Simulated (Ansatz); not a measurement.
Take SiO$_{2}$ (space group P3_221, No. 154; a = 4.8658 Å, c = 5.3652 Å) as the base. Axes: x lies along a and z along c of the hexagonal cell.

All numbers come from DFT with LDA, PAW potentials and a 420 eV plane-wave cutoff in Ansatz (a program for electronic structure), scalar-relativistic without spin-orbit coupling.

Strains are applied to the cell and any free atomic positions relax; under biaxial strain the out-of-plane vector relaxes too.

One change was made to it. Results:

The smallest direct gap shrinks by 0.03 eV to 6.09 eV; the band gap drops by 0.05 eV to 5.78 eV.

**Question.** What was done to the base?
A) biaxial strain +0.75 %, plane normal [001], relaxed out of plane
B) biaxial strain +2.25 %, plane normal [001], relaxed out of plane
C) biaxial strain +3.00 %, plane normal [001], relaxed out of plane

**Answer.** A, biaxial strain +0.75 %, plane normal [001], relaxed out of plane. For comparison, the band gap in the other runs: biaxial strain +3.00 %, plane normal [001], relaxed out of plane gives 5.64 eV; biaxial strain +2.25 %, plane normal [001], relaxed out of plane gives 5.68 eV.

Whether these cells are dynamically stable was not tested.
